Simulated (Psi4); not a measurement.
Psi4 1.11, HF/def2-svp, scf_type pk: Mg(Br)(tBu) (C[C](C)(C)[Mg][Br]), 15 atoms. The geometry is a generated start, not checked to be a minimum at this level.

```yaml
task: energy
method: scf
basis: def2-svp
memory: 7 GB
e_convergence: 1e-08
d_convergence: 1e-07
guess: auto, which took SAD (default)
diis_max_vecs: 10 (default)
scf_initial_accelerator: adiis (default)
basis_functions: 151
```

```xyz
15

Mg    -0.4508     2.0846    -0.2792
Br    -1.0512     4.4007    -0.5793
C     -0.0104     0.0636    -0.0110
C     -1.1916    -0.8017    -0.4367
C      1.2064    -0.3165    -0.8474
C      0.2947    -0.2088     1.4589
H     -0.9528    -1.8625    -0.2983
H     -1.4421    -0.6470    -1.4882
H     -2.0795    -0.5855     0.1587
H      1.0210    -0.1602    -1.9135
H      2.0819     0.2706    -0.5612
H      1.4508    -1.3762    -0.7031
H      1.1451     0.3857     1.8050
H     -0.5659     0.0203     2.0913
H      0.5443    -1.2670     1.6041
```
Charge 0, spin multiplicity 1.

The reference run uses exact four-centre integrals (scf_type = pk). Each setting ran once; only counts and results are compared.

Settings tried, all else as in the reference:
- scf_type = direct, screening = csam (default), ints_tolerance = 1e-09
- scf_type = direct, screening = csam (default), ints_tolerance = 1e-07
- scf_type = direct, screening = density, ints_tolerance = 1e-09
- scf_type = direct, screening = density, ints_tolerance = 1e-07
- scf_type = direct, screening = csam (default), ints_tolerance = 1e-05

Task: Sort the settings: which keep to the reference within 1.0 meV/atom in energy, and which don't?

Result: Within it: scf_type = direct, screening = csam (default), ints_tolerance = 1e-09; scf_type = direct, screening = density, ints_tolerance = 1e-09; scf_type = direct, screening = density, ints_tolerance = 1e-07; scf_type = direct, screening = csam (default), ints_tolerance = 1e-07. Outside: scf_type = direct, screening = csam (default), ints_tolerance = 1e-05.

```json
[
 {"setting": "scf_type = direct, screening = csam (default), ints_tolerance = 1e-09", "energy against the reference": "under 0.001 meV/atom"},
 {"setting": "scf_type = direct, screening = density, ints_tolerance = 1e-09", "energy against the reference": "under 0.001 meV/atom"},
 {"setting": "scf_type = direct, screening = density, ints_tolerance = 1e-07", "energy against the reference": "under 0.001 meV/atom"},
 {"setting": "scf_type = direct, screening = csam (default), ints_tolerance = 1e-07", "energy against the reference": "+0.0052 meV/atom"},
 {"setting": "scf_type = direct, screening = csam (default), ints_tolerance = 1e-05", "energy against the reference": "−1.5 meV/atom"}
]
```

Total energies are compared; such shifts often cancel in part in energy differences. Also tried and not ranked: scf_type = direct, screening = density, ints_tolerance = 1e-05 (ended without SCF convergence in 100 iterations). The tolerance is a choice made for this comparison.
